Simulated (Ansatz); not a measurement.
Consider Au in the fcc (Cu type) structure (space group Fm-3m, No. 225; a = 4.124 Å; relaxed with 0.1 eV smearing). Axes: x, y, z lie along the cube axes.

Structures relaxed with r2SCAN, PAW, 500 eV (Ansatz, a quantum-chemistry and plane-wave program; spin-orbit coupling left out), earlier PAW set.

Base:

Simulated powder pattern, Cu Kα1, λ = 1.54056 Å (kinematic, ideal powder, no thermal factors, no anomalous dispersion; the 8 strongest lines at most, above 2 %, up to 2θ = 90°):

| 2θ (°) | I/Imax (%) | hkl |
|---|---|---|
| 37.75 | 100 | (111) |
| 43.87 | 49 | (200) |
| 63.77 | 33 | (220) |
| 76.55 | 40 | (311) |
| 80.62 | 12 | (222) |

After one change:

Simulated powder pattern, Cu Kα1, λ = 1.54056 Å (kinematic, ideal powder, no thermal factors, no anomalous dispersion; the 8 strongest lines at most, above 2 %, up to 2θ = 90°):

| 2θ (°) | I/Imax (%) |
|---|---|
| 37.73 | 100 |
| 42.67 | 36 |
| 46.14 | 14 |
| 61.93 | 12 |
| 64.65 | 21 |
| 74.84 | 28 |
| 79.83 | 12 |
| 80.59 | 12 |

**Question.** Which change produced these results?
A) biaxial strain +2.67 %, plane normal [001], relaxed out of plane
B) uniaxial strain ε_zz = +0.20 %
C) biaxial strain +2.61 %, plane normal [111], relaxed out of plane
D) isotropic strain −1.51 %

**Answer.** A, biaxial strain +2.67 %, plane normal [001], relaxed out of plane. Its volume per atom is 17.62 Å³ against 17.54 Å³, and its space group is I4/mmm (No. 139).

Whether these cells are dynamically stable was not tested.
